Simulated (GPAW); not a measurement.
Input and output of a self-consistent single point for MnO (Fm-3m, 4 atoms in the cell) (GPAW).

Method of the run: PBE, GPAW PAW datasets PBE (gpaw-data 1.0.1) (plane waves; GPAW).

The change in words: lattice scaled by 0.98. Reference geometry:
```yaml
crystal:
  lattice:
    - [4.48040, 2.24020, 2.24020]
    - [2.24020, 4.48040, 2.24020]
    - [2.24020, 2.24020, 4.48040]
  atoms:
    - { symbol: Mn, position: [0.00000, 0.00000, 0.00000], spin: 5.0 }
    - { symbol: Mn, position: [0.50000, 0.50000, 0.50000], spin: -5.0 }
    - { symbol: O, position: [0.25000, 0.25000, 0.25000] }
    - { symbol: O, position: [0.75000, 0.75000, 0.75000] }
```
(The spins are starting values, not results.)

Reference input (self-consistent single point, DFT PBE, plane waves, GPAW PAW datasets PBE (gpaw-data 1.0.1)): spinpol = true; mode = pw; ecut = 900 eV; xc = PBE; kpts = 5 5 5; mesh shift (steps) = 0 0 0; occupations.name = fermi-dirac; occupations.width = 0.05 eV; nbands = -4; convergence.density = 1e-05 e/electron; convergence.bands = -2; symmetry.symmorphic = false. This run's input differs from it in these lines:

```diff
@@ -5,5 +5,5 @@
 atoms = Atoms(['Mn', 'Mn', 'O', 'O'],
-              cell=[[4.480404, 2.240202, 2.240202],
-                    [2.240202, 4.480404, 2.240202],
-                    [2.240202, 2.240202, 4.480404]],
+              cell=[[4.390796, 2.195398, 2.195398],
+                    [2.195398, 4.390796, 2.195398],
+                    [2.195398, 2.195398, 4.390796]],
               scaled_positions=[[0.000000, 0.000000, 0.000000],
```

Log, with long lists cut:

```
     iter     time        total  log10-change:  magmom
                         energy   eigst   dens
iter:   1 --:--:--   -36.192330   +0.60           -0.0000
iter:   2 --:--:--   -35.793156   -0.35  -1.14    -0.0000
iter:   3 --:--:--   -34.641242   -0.44  -1.19    -0.0000
iter:   4 --:--:--   -34.710236   -0.62  -1.47    -0.0000
iter:   5 --:--:--   -34.746086   -0.62  -1.70    -0.0000
iter:   6 --:--:--   -34.861904   -1.09  -2.01    -0.0000
iter:   7 --:--:--   -34.866188   -1.65  -1.80    -0.0000
iter:   8 --:--:--   -34.588850   -0.94  -1.86    -0.0000
iter:   9 --:--:--   -34.602384   -1.61  -2.80    +0.0000
   [... lines left out ...]
iter:  17 --:--:--   -34.606364c  -5.01  -4.03    +0.0000
iter:  18 --:--:--   -34.606355c  -5.22  -3.95    +0.0000
iter:  19 --:--:--   -34.606355c  -5.83  -4.99    +0.0000
iter:  20 --:--:--   -34.606355c  -5.93  -5.17c   -0.0000
iter:  21 --:--:--   -34.606355c  -6.16  -5.24c   -0.0000
iter:  22 --:--:--   -34.606355c  -6.54  -5.30c   -0.0000
iter:  23 --:--:--   -34.606356c  -6.37  -5.33c   -0.0000
iter:  24 --:--:--   -34.606355c  -6.63  -4.76    -0.0000
iter:  25 --:--:--   -34.606355c  -7.00  -5.51c   -0.0000
iter:  26 --:--:--   -34.606355c  -7.22  -5.51c   -0.0000
iter:  27 --:--:--   -34.606355c  -7.48c -5.47c   -0.0000
Converged after 27 iterations.

Dipole moment: (0.000000, -0.000000, 0.000000) |e|*Ang

Total magnetic moment: (0.000000, 0.000000, -0.000000)
Local magnetic moments:
   0 Mn ( 0.000000,  0.000000,  4.203991)
   1 Mn ( 0.000000,  0.000000, -4.203991)
   2 O  ( 0.000000,  0.000000,  0.000000)
   3 O  ( 0.000000,  0.000000,  0.000000)

Energy contributions relative to reference atoms: (reference = -67109.880748)

Kinetic:        +51.884021
Potential:      -44.450679
External:        +0.000000
XC:             -42.663809
Entropy (-ST):   -0.000009
Local:           +0.624116
SIC:             +0.000000
--------------------------
Free energy:    -34.606360
Extrapolated:   -34.606355

Spin contamination: 4.482199 electrons
Showing only first 2 kpts
                      Up                     Down
   [... lines left out ...]
Fermi level: 8.54495
Gap: 0.937 eV
Direct gap: 1.330 eV
   [... lines left out ...]
Energy (eV): -34.606355

Forces in eV/Ang:
  0 Mn    0.00000    0.00000    0.00000
  1 Mn    0.00000   -0.00000    0.00000
  2 O    -0.00000   -0.00000   -0.00000
  3 O     0.00000    0.00000    0.00000

Stress tensor:
    -0.045911     0.013798     0.013798
     0.013798    -0.045911     0.013798
     0.013798     0.013798    -0.045911
Stress (GPa, Voigt): [-7.3557 -7.3557 -7.3557  2.2108  2.2108  2.2108]
```

The run converged in 27 iterations. GPAW prints stress with tension positive. Against the reference run the free energy rises by 9.1 meV/atom and the gap on the mesh goes from 0.770 to 0.937 eV.

At such cutoffs GPAW's stress carries a finite-basis (Pulay) error, which enters relaxed cells too; its log prints stress with tension positive.

The starting cell has typed, rounded lattice constants, without a prior relaxation at this level. Its lattice was rescaled by a random factor within 2.5 % of one. For this run, on top of that: lattice scaled by 0.98. The magnetic order is the one reached from the typed start; others were not searched systematically.

Cost on one core of a shared machine: roughly 5 min.
